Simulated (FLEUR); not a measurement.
A self-consistent single point of RbBH4 (F-43m, 6 atoms in the cell) with FLEUR.

Method of the run: LDA (Perdew-Zunger), all-electron FLAPW (FLEUR), scalar-relativistic valence in FLEUR.

```
CELL_PARAMETERS angstrom
      0.00000     3.45324     3.45324
      3.45324     0.00000     3.45324
      3.45324     3.45324     0.00000
ATOMIC_POSITIONS crystal
  Rb 0.00000 0.00000 0.00000
  B  0.50000 0.50000 0.50000
  H  0.60242 0.60242 0.60242
  H  0.19274 0.60242 0.60242
  H  0.60242 0.60242 0.19274
  H  0.60242 0.19274 0.60242
```

Reference input (self-consistent single point, DFT, PBEsol, all-electron FLAPW (FLEUR), scalar-relativistic valence): Kmax = 4.7 1/bohr; GmaxXC = 16.4 1/bohr; xcFunctional = PBEs; jspins = 1; l_soc = F; mode = hist; fermiSmearingEnergy = 0.0001 Htr; mesh (inpgen div1-3) = 6 6 6; inpgen gamma flag = true; Gmax = 16.4 1/bohr; numbands = 0; maxIterBroyd = 40. This run's input differs from it in these lines:

```diff
@@ -18,3 +18,3 @@
 &comp jspins=1 /
-&exco xctyp='PBEs' /
+&exco xctyp='pz' /
 &kpt div1=6 div2=6 div3=6 gamma=t /
@@ -31,3 +31,3 @@
       <coreElectrons ctail="T" frcor="F" kcrel="0" coretail_lmax="0"/>
-      <xcFunctional name="PBEs" relativisticCorrections="F"/>
+      <xcFunctional name="pz" relativisticCorrections="F"/>
       <magnetism jspins="1"/>
```

Log, with long lists cut:

```
 Iteration:     1   Distance:      14.09870522 me/bohr^3
 Iteration:     2   Distance:      12.91281086 me/bohr^3
 Iteration:     3   Distance:       5.33802160 me/bohr^3
 Iteration:     4   Distance:       3.91944578 me/bohr^3
 Iteration:     5   Distance:       0.53987953 me/bohr^3
   [... 6 lines left out ...]
 Iteration:    12   Distance:       0.00025206 me/bohr^3
 Iteration:    13   Distance:       0.00027430 me/bohr^3
 Iteration:    14   Distance:       0.00001287 me/bohr^3
 Iteration:    15   Distance:       0.00000034 me/bohr^3
 Reset of history
 Run finished successfully
 Stop message:
   Structural relaxation: new displacements generated

[file out, last iteration]
             iter=     16
[...]
          total density-effective poten   -4.8501162574E+03
          total charge density-energy d   -1.0249041079E+02
 Updated energy parameters for spin:           1
[...]
 fermi energy and band-weighting factors:

[...]
FERMIE:
          first approx. to ef    (T=0)  :  -0.048850 htr   (energy of the highest occ. eigenvalue)
          number of occ. states  (T=0)  :        128
          first approx. to seigv (T=0)  :  -4.717974 htr
          sum of weights of occ. states :   8.000000
          sum of semicore charge        :   0.000000 e
FERHIS:  Fermi-Energy by histogram:
          bandgap                     :   0.206599 htr
   [... lines left out ...]
          charge neutrality (T=0)     :   0.000000    (zero if the highest occ. eigenvalue is "entirely" occupied)
 Direct bandgap for spin            1 :   0.21087063847877988       Htr
 ---->    free energy=                     -3004.9351488155 htr
   [... lines left out ...]
 TOTAL FORCE FOR ATOM TYPE=  1  X=  0.000   Y=  0.000   Z=  0.000
                       FX_TOT= 0.000000 FY_TOT= 0.000000 FZ_TOT= 0.000000
 TOTAL FORCE FOR ATOM TYPE=  2  X=  6.526   Y=  6.526   Z=  6.526
                       FX_TOT= 0.000000 FY_TOT= 0.000000 FZ_TOT= 0.000000
 TOTAL FORCE FOR ATOM TYPE=  3  X= -5.189   Y= -5.189   Z= -5.189
                       FX_TOT= 0.002357 FY_TOT= 0.002357 FZ_TOT= 0.002357
```

The run converged in 15 iterations. FLEUR gives forces in its relaxation mode, with a further iteration, so its stop message speaks of a relaxation. Against the reference run the largest force goes from 0.204 to 0.210 eV/Å and the gap on the mesh goes from 5.905 to 5.622 eV.

The starting cell comes from a database of computed structures (which also holds hypothetical and non-ambient phases and stackings), without a prior relaxation at this level. Values depend on the basis (sphere radii, cutoffs, local orbitals), which need not be converged.

Cost on one core of a shared machine: roughly 4 min.
